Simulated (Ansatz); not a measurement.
The reference is MoTe2 (space group P6_3/mmc, No. 194; a = 3.4340 Å, c = 13.3294 Å; layered, stacked along the Cartesian z axis).

The values are results of Ansatz (an electronic-structure program) PBEsol-D3(BJ), without spin-orbit coupling, not measurements.

One change was made to it. Results:

The shortest interatomic distance decreases by 0.0396 Å (2.688 Å → 2.649 Å); the band gap changes from 0.33 eV to zero.

Task: Which of these changes matches the shifts?
(A) pressure 10 GPa
(B) pressure 3 GPa
(C) pressure 5 GPa

Result: A, pressure 10 GPa. For comparison, the shortest interatomic distance in the other runs: pressure 5 GPa gives 2.667 Å; pressure 3 GPa gives 2.675 Å.

The mesh was chosen for an insulator and is coarse for the gapless case. With Te present, leaving out spin-orbit coupling can change the band edges. Load acts through the strain it causes; cell and atoms are relaxed under it. Whether these cells are dynamically stable was not tested. Competing high-pressure phases were not computed. The final runs are not spin-polarised. The zero or small gap of MoTe2 under pressure 10 GPa, MoTe2 under pressure 5 GPa and MoTe2 under pressure 3 GPa can change with the level of theory.
